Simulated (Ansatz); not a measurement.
Parameter sweep on Si₃N₄ (P6_3/m, 14 atoms in the cell)

```xyz
14
Lattice="7.7308 0.0000 0.0000 -3.8654 6.6950 0.0000 0.0000 0.0000 2.9534" Properties=species:S:1:pos:R:3 pbc="T T T"
Si    -1.4023     5.5231     2.2151
Si     5.2677     1.1720     0.7384
Si     2.2465     1.5471     0.7384
Si     1.6189     5.1480     2.2151
Si    -0.2166     2.7191     2.2151
Si     4.0820     3.9760     0.7384
N      0.0000     4.4634     2.2151
N      3.8654     2.2317     0.7384
N      4.9034     4.4847     2.2151
N     -1.0380     2.2104     0.7384
N     -1.4322     6.4888     0.7384
N      5.2976     0.2063     2.2151
N      1.3953     2.0041     2.2151
N      2.4701     4.6910     0.7384
```

Base run A: PBE, PAW files (Ansatz, a first-principles code), self-consistent single point.

Its settings: basis.ecutwfc = 420 eV; kpoints.mp_grid.grid = 3 3 6; hamiltonian.xc = pbe; hamiltonian.pseudopotentials = {kind: paw} (the program's default PAW files); scf.occupations.method = fixed.

The starting cell comes from a database of computed structures (which also holds hypothetical and non-ambient phases and stackings), without a prior relaxation at this level. Its lattice was rescaled by a random factor within 2.5 % of one. In the base run, with a pressure of about -6 GPa the cell is away from its equilibrium volume at this level. Ansatz's pressure includes its estimate of the finite-basis (Pulay) stress.

| run | change | pressure (GPa) | largest force (eV/Å) | gap on the mesh (eV) |
|---|---|---|---|---|
| A | base | -6.13 | 0.055 | 4.137 |
| B | hamiltonian.xc: pbe → lda [LDA (PW92)] | -14.24 | 0.070 | 3.968 |
| C | hamiltonian.xc: pbe → pbesol [PBEsol] | -9.62 | 0.047 | 4.006 |
| D | hamiltonian.xc: pbe → rpbe [RPBE] | -2.63 | 0.055 | 4.226 |
| E | hamiltonian.xc: pbe → revpbe [revPBE] | -3.51 | 0.055 | 4.202 |
| F | hamiltonian.xc: pbe → blyp [BLYP] | -3.03 | 0.079 | 4.314 |
| G | basis.ecutwfc: 420 eV → 500 eV; hamiltonian.xc: pbe → r2scan [r2SCAN] | -11.70 | 0.087 | 4.778 |

Run C against A: The pressure goes from -6.13 to -9.62 GPa, the largest force goes from 0.055 to 0.047 eV/Å and the gap on the mesh goes from 4.137 to 4.006 eV.

Run F against A: The pressure goes from -6.13 to -3.03 GPa, the largest force goes from 0.055 to 0.079 eV/Å and the gap on the mesh goes from 4.137 to 4.314 eV.

Keys are those of Ansatz 0.2.
